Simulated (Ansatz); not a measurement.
LuAl2 (Fd-3m, No. 227; cell taken from a computed entry)

Calculation: PBEsol (Ansatz, a first-principles code, plane waves, PAW).

Run with plane-wave cutoff 500 eV, 12×12×12 k mesh, Fermi–Dirac smearing 0.1 eV, scalar-relativistic PAW data made under PBE.

Cell (relaxed at this level):

```xyz
6
Lattice="0.0000 3.8363 3.8363 3.8363 0.0000 3.8363 3.8363 3.8363 0.0000" Properties=species:S:1:pos:R:3 pbc="T T T"
Lu     3.8363     3.8363     3.8363
Lu     5.7544     5.7544     5.7544
Al     0.9591     0.9591     0.9591
Al     0.9591     2.8772     2.8772
Al     2.8772     2.8772     0.9591
Al     2.8772     0.9591     2.8772
```

```yaml
band_gap: none
```

Note: the relaxation could not lower the start's symmetry, so the cell can be a saddle point above a distorted one.

Spin–orbit coupling is not included.

Static lattice: no zero-point or thermal effects.
